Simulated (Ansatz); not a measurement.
**OH on the 1x1 (111) surface of fcc Ir, one in a 2x2 cell, started at the site 'hollow Ir-Ir-Ir over Ir at depth 2.2 Å'**

All values below come from r2SCAN, at the PBE geometry (plane waves to 500 eV, PAW; Ansatz, an electronic-structure program).

Model: 18-atom slab, 6.6 Å thick at the start under the adsorbate (thin: gaps and levels are the slab's own), 6x6x1 mesh, Fermi-Dirac 0.1 eV, dipole correction, single point; on the structure that PBE left under its start's symmetry; no spin, no spin-orbit, no U, no dispersion correction. At the end it is bonded to 2 Ir. In PBE it is, or lies within 0.03 eV of, the lowest of the starts that converged; the order may differ at this level.

```
Quantity                                                                                                                                         Result
--------------------------------------------------------------------------------------  ---------------------------------------------------------------
adsorption energy against H2O(g) − ½ H2(g) at the same level                                                                                    0.44 eV
work function of the top face                                                                                                                   4.98 eV
change of the work function                                                                                                                    -0.56 eV
change of the step from the bottom to the top vacuum level, against the clean slab                                                             -0.58 eV
height of the binding atom over the mean of the host atoms within 0.3 Å of the top one                                                          1.756 Å
nearest host atoms of the binding atom                                                                         Ir at 2.18 Å, Ir at 2.18 Å, Ir at 3.00 Å
note                                                                                    in the relaxation the adsorbate left its starting site by 0.8 Å
cost                                                                                                                        very roughly 8 core-minutes
```

A negative adsorption energy means that the adsorbate is more stable on the surface than in its reference.
